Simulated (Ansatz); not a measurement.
Consider ZnSiP2 in the chalcopyrite structure (space group I-42d, No. 122; a = 5.378 Å, c = 10.466 Å).

It is then changed as follows: 0.757 electrons added to each cell, a density of 5.0×10^21 cm⁻³, with a uniform compensating background at fixed cell and a 300 K Fermi–Dirac width.

The values are results of r2SCAN (Ansatz, a first-principles code), scalar-relativistic without spin-orbit coupling, not measurements.

Base, band edges from the VBM (valence, conduction): M -1.17, 1.77; G -0.92, 2.66; R -0.92, 2.66; X -0.58, 2.35; Γ 0.00, 1.55; S₀ -0.61, 1.90; S -0.61, 1.90; N -0.81, 3.03; P -0.93, 3.03 eV.

Task: Give the band edges at the high-symmetry points of the new zone, measured from its valence-band maximum.

Result: 
```tsv
point	valence edge (eV)	conduction edge (eV)
Γ	0.00	1.48
X	-0.61	2.32
P	-0.96	3.00
N	-0.85	3.02
M	-1.22	1.71
S	-0.64	1.86
S₀	-0.64	1.86
R	-0.95	2.63
G	-0.95	2.63
```

The gap is 1.48 eV, direct at Γ.

Charged cell with a jellium background: band edges are those of the host's band count, energies are not comparable with the neutral cell, and many-body gap narrowing is missing. No phonon test of stability was made.
